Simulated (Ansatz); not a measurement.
The parent structure is Rh in the fcc (Cu type) structure (space group Fm-3m, No. 225; a = 3.830 Å).

The values are results of plane-wave PAW DFT at the PBE level (Ansatz, a quantum-chemistry and plane-wave program, 420 eV), no SOC, earlier PAW set, not measurements.

One change was made to it. Results:

```csv
quantity,base,after
density,12.16 g/cm³,13.34 g/cm³
shortest interatomic distance,2.708 Å,2.627 Å
```

Task: What was done to the base?
(A) pressure −1 GPa
(B) pressure 15 GPa
(C) pressure 30 GPa

Result: C, pressure 30 GPa. For comparison, the density in the other runs: pressure 15 GPa gives 12.80 g/cm³; pressure −1 GPa gives 12.12 g/cm³.

Load acts through the strain it causes; cell and atoms are relaxed under it. Stability against distortions was not tested. Competing high-pressure phases were not computed. The final runs are not spin-polarised.
